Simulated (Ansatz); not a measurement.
The reference is HfGe2 in the fluorite structure (space group Fm-3m, No. 225; a hypothetical phase, not in the database extracts checked).

```cif
data_Ge8Hf4
_chemical_formula_sum 'Hf4 Ge8'
_space_group_name_H-M_alt 'Fm-3m'
_space_group_IT_number 225
_space_group_name_Hall '-F 4 2 3'
_cell_length_a 6.45170
_cell_length_b 6.45170
_cell_length_c 6.45170
_cell_angle_alpha 90.000
_cell_angle_beta 90.000
_cell_angle_gamma 90.000
loop_
_atom_site_label
_atom_site_type_symbol
_atom_site_symmetry_multiplicity
_atom_site_Wyckoff_symbol
_atom_site_fract_x
_atom_site_fract_y
_atom_site_fract_z
_atom_site_occupancy
Hf1 Hf 4 a 0.00000 0.00000 0.00000 1
Ge1 Ge 8 c 0.25000 0.25000 0.25000 1
```
(The calculation used a cell of 3 atoms; values per cell refer to that cell.)

Calculations: PBE (Ansatz, a quantum-chemistry and plane-wave program), no SOC, earlier PAW set.

Before the change:

| Property | Result |
|---|---|
| Lattice parameter a | 645.2 pm |

Modification: C takes the place of Ge on all its sites, then cell and atoms are relaxed.

Tabulated Pauling electronegativity and covalent radius: Ge 2.01, 1.20 Å; C 2.55, 0.76 Å.

**Question.** What does the calculation give for the lattice parameter a after the change?

**Answer.** The lattice parameter a drops by 114.1 pm (645.2 pm → 531.1 pm).

No phonon test of stability was made. As relaxed here, HfC2 is a hypothetical phase, not in the database extracts checked. The final runs are not spin-polarised. HfGe2 has a high density of states at the Fermi level and may be magnetic at this level.
